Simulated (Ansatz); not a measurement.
Take Se (space group P3_121, No. 152; a = 4.5057 Å, c = 4.9913 Å; made of chains) as the base. Axes: x lies along a and z along c of the hexagonal cell.

Calculations: r2SCAN in Ansatz (plane waves to 500 eV, PAW, no SOC).

For the base:

| Property | Value |
|---|---|
| Band gap | 1.33 eV |
| Gap character | indirect, L → H |

Now apply this change: tensile biaxial strain of 0.93 % in the plane normal to [001], as in epitaxy on a mismatched substrate; the out-of-plane cell vector and the atoms relax.

Task: Estimate the effect on the band gap, out-of-plane strain and gap character.

Result: The band gap increases by 0.06 eV (1.33 eV → 1.39 eV); the out-of-plane strain amounts to -0.29 %; the gap character stays indirect, L → H.

Gaps are read on the SCF mesh and a high-symmetry path. No phonon test of stability was made. No dispersion term is included, though the crystal is made of layers, chains or molecules, so its spacings can come out too wide.

Ansatz is a program for electronic structure.
